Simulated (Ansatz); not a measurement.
We consider cubic perovskite KMgF3, described by G0W0@PBEsol (Ansatz, an electronic-structure program, hard PAW, contour deformation, complete-basis limit).

Run with largest k mesh 6×6×6 (not extrapolated in the mesh).

The cell has the measured lattice: a = 3.990 Å, b = 3.990 Å, c = 3.990 Å, α = 90.00°, β = 90.00°, γ = 90.00°.

Q: Estimate the band gap that the calculation returns.

A: 
- band gap: 11.77 eV (indirect)

Note: cell and atoms aren't relaxed at this level; the gap holds a correction of +0.64 eV to the complete basis.

The computed numbers hold no vibrational or temperature effects.
